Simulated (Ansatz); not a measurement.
Several settings converged on VW (Cmm2, 2 atoms in the cell)

```yaml
crystal:
  lattice:
    - [1.55277, -2.23052, 0.00000]
    - [1.55277, 2.23052, 0.00000]
    - [0.00000, 0.00000, 4.29276]
  atoms:
    - { symbol: V, position: [0.00000, 0.00000, 0.01165] }
    - { symbol: W, position: [0.50000, 0.50000, 0.50000] }
```

Base method: PBEsol, default PAW files made with PBE (plane waves; Ansatz, a program for electronic structure).

Base settings: basis.ecutwfc = 420 eV; kpoints.mp_grid.grid = 13 13 8; hamiltonian.xc = pbesol; hamiltonian.pseudopotentials = {kind: paw} (the program's default PAW files); scf.occupations.method = gaussian; scf.occupations.width = 0.1 eV.

**The width of Gaussian smearing**

In this ladder: kpoints.mp_grid.grid = 21 21 13.

Narrow widths need finer meshes than wide ones, so the last steps can hold mesh noise.

Only quantities that move along the ladder and can be compared are tabulated; pressure and forces are left out, as mesh noise rules them at narrow widths.

```csv
scf.occupations.width,free energy less the last step's (meV/atom),energy extrapolated to zero width less the last step's (meV/atom)
1 eV,-217.75,8.49
0.5 eV,-54.27,-1.17
0.3 eV,-19.45,-0.05
0.2 eV,-8.32,0.05
0.1 eV,-1.65,0.03
0.05 eV,0.00,0.00
```

Widest scf.occupations.width that holds the free energy within 5 meV/atom of the last step, with all finer ones: 0.1 eV; the step before is off by 8.3 meV/atom.

Widest scf.occupations.width that holds the energy extrapolated to zero width within 1 meV/atom of the last step, with all finer ones: 0.3 eV; the step before is off by 1.2 meV/atom.

The extrapolation to zero width removes most of the smearing's effect on the energy.

**The width of cold smearing**

In this ladder: kpoints.mp_grid.grid = 21 21 13; scf.occupations.method = cold.

Narrow widths need finer meshes than wide ones, so the last steps can hold mesh noise.

Only quantities that move along the ladder and can be compared are tabulated; pressure and forces are left out, as mesh noise rules them at narrow widths.

```csv
scf.occupations.width,free energy less the last step's (meV/atom)
0.5 eV,15.57
0.3 eV,5.63
0.2 eV,2.18
0.1 eV,0.31
0.05 eV,0.00
```

Widest scf.occupations.width that holds the free energy within 1 meV/atom of the last step, with all finer ones: 0.1 eV; the step before is off by 2.2 meV/atom.

On the base run: the starting cell comes from a database of computed structures (which also holds hypothetical and non-ambient phases and stackings), without a prior relaxation at this level. Its lattice was rescaled by up to half a per cent. One atom was moved a little off its site on purpose. Spin polarisation is off. In the base run, with a pressure of about -8 GPa the cell is away from its equilibrium volume at this level. Ansatz's pressure includes its estimate of the finite-basis (Pulay) stress.

Left out of this page: 4 runs of the series outside the window shown, repeating another row's setting, or not comparable; 1 run of the series unsound by tests on forces, stress, charge or solver warnings.

Keys are those of Ansatz 0.2.
